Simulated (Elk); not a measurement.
Elk run on PrSb3 (Pm-3m, 4 atoms in the cell): self-consistent single point.

Method: LDA (PW92), all-electron FP-LAPW, Elk's shipped species files, default APW+lo basis in Elk.

```yaml
crystal:
  lattice:
    - [4.84798, 0.00000, 0.00000]
    - [0.00000, 4.84798, 0.00000]
    - [0.00000, 0.00000, 4.84798]
  atoms:
    - { symbol: Pr, position: [0.00000, 0.00000, 0.00000], spin: 2.0 }
    - { symbol: Sb, position: [0.00000, 0.50000, 0.50000] }
    - { symbol: Sb, position: [0.50000, 0.00000, 0.50000] }
    - { symbol: Sb, position: [0.50000, 0.50000, 0.00000] }
```
(The spins are starting values, not results.)

Reference input (self-consistent single point, DFT, LDA (PW92), all-electron FP-LAPW, Elk's shipped species files, default APW+lo basis): spinpol = true; stype = 0; swidth = 0.00183747 Ha; ngridk = 5 5 5; reducebf = 0.7; nempty = 10 per atom; maxscl = 100; bfcmt = [[0.0, 0.0, -2.0], [0.0, 0.0, 0.0], [0.0, 0.0, 0.0], [0.0, 0.0, 0.0]]. This run's input differs from it in these lines:

```diff
@@ -41,3 +41,3 @@
 ngridk
-  5 5 5
+  1 1 1
```

The program printed (abridged):

```
│ Self-consistent loop started │
│ Loop number : 1 │
 total energy                :     -28609.5352592
 total moment                :    1.999972611
│ Loop number : 2 │
 total energy                :     -28612.4273522
 total moment                :    1.999978936
RMS change in Kohn-Sham potential (target) :   0.8673475621     (  0.1000000000E-05)
Absolute change in total energy (target)   :    2.892093010     (  0.1000000000E-03)
│ Loop number : 3 │
 total energy                :     -28623.6471703
 total moment                :    1.999994697
RMS change in Kohn-Sham potential (target) :   0.7378165368     (  0.1000000000E-05)
   [... lines left out ...]
│ Loop number : 98 │
 total energy                :     -28670.9693887
 total moment                :    1.999821078
RMS change in Kohn-Sham potential (target) :   0.5006838722E-02 (  0.1000000000E-05)
Absolute change in total energy (target)   :   0.6543019004E-01 (  0.1000000000E-03)
│ Loop number : 99 │
 total energy                :     -28669.2155052
 total moment                :    1.999828071
RMS change in Kohn-Sham potential (target) :   0.1091053958E-01 (  0.1000000000E-05)
Absolute change in total energy (target)   :    1.737525957     (  0.1000000000E-03)
│ Loop number : 100 │
Reached self-consistent loops maximum

Energies :
 Fermi                       :     0.316441758231
 xc effective B-field        :    -0.526043118781E-01
 external B-field            :      0.00000000000
 total energy                :     -28671.2781425
 (external B-field energy excluded from total)

Density of states at Fermi energy :    1031.121376
 (states/Hartree/unit cell)

   [... lines left out ...]
Estimated indirect band gap :   0.2874626846E-02
Estimated direct band gap   :   0.2874626846E-02
   [... lines left out ...]
  species :    2 (Sb)
   atom    1                 :    49.08336720     (  0.8085695474E-03)
   atom    2                 :    49.08336720     (  0.8085695474E-03)
   atom    3                 :    49.08336720     (  0.8085695474E-03)
 total in muffin-tins        :    204.0351744
 total calculated charge     :    211.9939957
 total charge                :    212.0000000
 error                       :   0.6004277684E-02

Moments :
 interstitial                :   0.1174917342
 muffin-tins
  species :    1 (Pr)
   atom    1                 :    2.106434462
  species :    2 (Sb)
   atom    1                 :  -0.7470327355E-01
   atom    2                 :  -0.7470327355E-01
   atom    3                 :  -0.7470327355E-01
 total in muffin-tins        :    1.882324641
 total moment                :    1.999816376

│ Self-consistent loop stopped │
```

The run ended unconverged after 100 iterations. 

The starting cell comes from a database of computed structures (which also holds hypothetical and non-ambient phases and stackings), without a prior relaxation at this level. Spin-orbit coupling is off. Values depend on the basis (sphere radii, cutoffs, local orbitals), which need not be converged.

Cost on one core of a shared machine: roughly 30 s.
